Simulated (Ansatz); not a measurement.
Al12W (Im-3, No. 204), treated with rVV10 (PAW; Ansatz, a quantum-chemistry and plane-wave program).

Settings: plane-wave cutoff 520 eV, 10×10×10 k mesh, Fermi–Dirac smearing 0.05 eV, no spin polarisation, scalar-relativistic PAW data made under PBE.

Computed at the level's own relaxed cell.

Question: Give the computed equilibrium volume per atom, bulk modulus, equilibrium lattice constant a and pressure derivative B′ of the bulk modulus.

Answer: 
- equilibrium volume per atom = 16.80 Å³/atom
- bulk modulus = 87.9 GPa
- equilibrium lattice constant a = 7.588 Å
- pressure derivative B′ of the bulk modulus = 5.4

The run finds no gap.

Spin–orbit coupling is not included.
